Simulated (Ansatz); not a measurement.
The reference is ZnAu in the CsCl type structure (space group Pm-3m, No. 221; a = 3.129 Å; relaxed with 0.1 eV smearing). Axes: x, y, z lie along the cube axes.

Computed with Kohn–Sham DFT with the PBEsol functional, run in Ansatz (an electronic-structure program) with PAW and 420 eV plane waves, without spin-orbit coupling.

Before the change:

* **Shortest interatomic distance**: 2.709 Å

Modification: tensor shear ε_xy = +1.43 % (engineering shear γ = 0.0286), atoms relaxed at fixed cell.

Q: Predict the new stress.

A: The stress (xx, yy, zz, yz, xz, xy; compression positive) amounts to (0.1, 0.1, 0.2, 0.0, 0.0, -1.7) GPa.

Q: What does the calculation give for the energy relative to the base after the change?

A: The energy grows by 2.3 meV/atom.

Q: Estimate the effect on the shortest interatomic distance.

A: The shortest interatomic distance drops by 0.0258 Å, from 2.709 Å to 2.684 Å.

The cells carry an imposed strain or load. Whether these cells are dynamically stable was not tested.
